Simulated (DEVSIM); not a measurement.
Structure: abrupt Si n-p junction, at 300 K.

```csv
layer (left to right),material,thickness (μm),Nd (cm⁻³),Na (cm⁻³),τn (s),τp (s)
1,Si,0.390,3e18,-,1.8e-7,1.8e-7
2,Si,0.310,-,1.8e14,1.8e-7,1.8e-7
```

Left contact: ohmic. Right contact: ohmic. Voltage is applied to the left contact. Recombination: SRH at mid-gap, radiative, Auger. Gap narrowing is on: ΔEg = 6.92 meV × (l + √(l² + 0.5)), l = ln(N/1.3e17 cm⁻³), shared equally by both band edges. Mobility is constant in doping.

This is a model device: material constants are rounded textbook-type values typed into the input, and sizes, dopings and lifetimes were drawn at random. Values at 300 K.

```csv
parameter,Si
gap (eV),1.124
affinity (eV),4.05
permittivity,11.7
Nc (cm⁻³),2.86e19
Nv (cm⁻³),3.1e19
μn (cm²/Vs),1417
μp (cm²/Vs),470
B (cm³/s),4.7e-15
Cn (cm⁶/s),2.8e-31
Cp (cm⁶/s),9.9e-32
```

Simulated with DEVSIM: 1D drift-diffusion, Boltzmann statistics, complete ionisation; no tunnelling, impact ionisation, image-force lowering or self-heating.

Q: Tabulate band edges, carrier densities and field at zero bias.

A: Energies count from the Fermi level of the right contact; mesh points crowd at the junctions.

```tsv
x (μm)	Ec (eV)	Ev (eV)	n (cm⁻³)	p (cm⁻³)	field (V/cm)
0.000	0.058	-1.022	3.0e18	210	≈ 0
0.01180	0.058	-1.022	3.0e18	210	≈ 0
0.02867	0.058	-1.022	3.0e18	210	≈ 0
0.05276	0.058	-1.022	3.0e18	210	≈ 0
0.1002	0.058	-1.022	3.0e18	210	≈ 0
0.1549	0.058	-1.022	3.0e18	210	≈ 0
0.2246	0.058	-1.022	3.0e18	210	≈ 0
0.2962	0.058	-1.022	3.0e18	210	≈ 0
0.3326	0.058	-1.022	3.0e18	210	≈ 0
0.3581	0.058	-1.022	3.0e18	210	≈ 0
0.3759	0.058	-1.022	3.0e18	210	300
0.3910	0.108	-1.016	4.3e17	270	63000
0.4031	0.159	-0.964	6.0e16	1900	31000
0.4203	0.205	-0.919	1.0e16	11000	24000
0.4534	0.279	-0.844	5.8e14	200000	22000
0.4911	0.362	-0.762	2.4e13	5000000	22000
0.5443	0.478	-0.646	2.7e11	4.4e8	22000
0.5938	0.585	-0.539	4.3e9	2.7e10	22000
0.6424	0.689	-0.435	7.6e7	1.5e12	21000
0.6674	0.743	-0.381	9500000	1.2e13	21000
0.6852	0.781	-0.343	2200000	5.3e13	21000
0.7000	0.812	-0.312	650000	1.8e14	21000
```
